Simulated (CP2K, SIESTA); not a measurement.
A CP2K input for a self-consistent single point of Sc₂Co (I4/mcm, 6 atoms in the cell) (DFT PBEsol, GPW, DZVP-MOLOPT-PBE-GTH basis, GTH-PBE potentials (POTENTIAL_UZH)):

```
&GLOBAL
  PROJECT bulk
  RUN_TYPE ENERGY_FORCE
  PRINT_LEVEL LOW
&END GLOBAL
&FORCE_EVAL
  METHOD Quickstep
  STRESS_TENSOR ANALYTICAL
  &DFT
    BASIS_SET_FILE_NAME BASIS_MOLOPT_UZH
    POTENTIAL_FILE_NAME POTENTIAL_UZH
    &QS
      METHOD GPW
      EPS_DEFAULT 1E-10
    &END QS
    &MGRID
      CUTOFF 650
      REL_CUTOFF 50
      NGRIDS 5
    &END MGRID
    &SCF
      SCF_GUESS ATOMIC
      EPS_SCF 1E-7
      MAX_SCF 100
      ADDED_MOS 13
      &DIAGONALIZATION
        ALGORITHM STANDARD
      &END DIAGONALIZATION
      &MIXING
        METHOD BROYDEN_MIXING
        ALPHA 0.2
        NBUFFER 8
        BETA 1.5
      &END MIXING
      &SMEAR ON
        METHOD FERMI_DIRAC
        ELECTRONIC_TEMPERATURE [K] 580.23
      &END SMEAR
    &END SCF
    &KPOINTS
      SCHEME MONKHORST-PACK 5 5 5
    &END KPOINTS
    &XC
      &XC_FUNCTIONAL
        &PBE
          PARAMETRIZATION PBESOL
        &END PBE
      &END XC_FUNCTIONAL
    &END XC
    &PRINT
      &MO
        EIGENVALUES T
        OCCUPATION_NUMBERS T
        NDIGITS 8
        FILENAME mo
        &EACH
          QS_SCF 0
        &END EACH
        ADD_LAST NUMERIC
      &END MO
      &MULLIKEN OFF
      &END MULLIKEN
    &END PRINT
  &END DFT
  &SUBSYS
    &CELL
      A 5.27327200 0.00000000 0.00000000
      B -2.25372700 4.76740200 0.00000000
      C -1.50977300 -2.38370100 4.45488000
      PERIODIC XYZ
    &END CELL
    &COORD
      SCALED
      Sc       0.32159000     0.82159000     0.14318000
      Sc       0.67841000     0.17841000     0.85682000
      Sc       0.82159000     0.67841000     0.50000000
      Sc       0.17841000     0.32159000     0.50000000
      Co       0.75000000     0.75000000     0.00000000
      Co       0.25000000     0.25000000     0.00000000
    &END COORD
    &KIND Sc
      BASIS_SET DZVP-MOLOPT-PBE-GTH-q11
      POTENTIAL GTH-PBE-q11
    &END KIND
    &KIND Co
      BASIS_SET DZVP-MOLOPT-PBE-GTH-q17
      POTENTIAL GTH-PBE-q17
    &END KIND
  &END SUBSYS
  &PRINT
    &FORCES ON
    &END FORCES
    &STRESS_TENSOR ON
    &END STRESS_TENSOR
  &END PRINT
&END FORCE_EVAL
```

Problem. Translate this input to SIESTA.

Solution. One input that does it (others would too):

```
# files in the folder: Sc.psml Co.psml (PseudoDojo PBEsol standard)
SystemName  Sc2Co
SystemLabel siesta

NumberOfAtoms                6
NumberOfSpecies              2
%block ChemicalSpeciesLabel
  1 21 Sc
  2 27 Co
%endblock ChemicalSpeciesLabel
LatticeConstant              1.0 Bohr
%block LatticeVectors
    -5.952780912    5.952780912    5.332056902
     5.952780912   -5.952780912    5.332056902
     5.952780912    5.952780912   -5.332056902
%endblock LatticeVectors
AtomicCoordinatesFormat      ScaledCartesian
%block AtomicCoordinatesAndAtomicSpecies
     3.828709627   -2.124071285    5.332056902  1
     2.124071285    8.076852197    0.000000000  1
     2.124071285    3.828709627    5.332056902  1
     3.828709627    2.124071285    0.000000000  1
     0.000000000   -0.000000000    7.998085354  2
     0.000000000    0.000000000    2.666028451  2
%endblock AtomicCoordinatesAndAtomicSpecies

XC.functional                GGA
XC.authors                   PBEsol
PAO.BasisSize                DZP
PAO.EnergyShift              0.005 Ry
MeshCutoff                   300 Ry
%block kgrid.MonkhorstPack
    5   0   0  0.0
    0   5   0  0.0
    0   0   5  0.0
%endblock kgrid.MonkhorstPack
OccupationFunction           FD
ElectronicTemperature        50.0 meV

MaxSCFIterations             150
SCF.Mixer.Method             Broyden
SCF.Mixer.Weight             0.25
SCF.Mixer.History            8
SCF.DM.Tolerance             1.0E-04
Diag.ParallelOverK           true
WriteForces                  true
```

Basis settings and potentials, where a program has them, do not carry over. This input uses DFT, GGA PBEsol, numerical atomic orbitals DZP, PseudoDojo PBEsol standard norm-conserving potentials (rewritten from UPF to PSML).

The starting cell comes from a database of computed structures (which also holds hypothetical and non-ambient phases and stackings), without a prior relaxation at this level. Its lattice was rescaled by a random factor within 2.5 % of one.
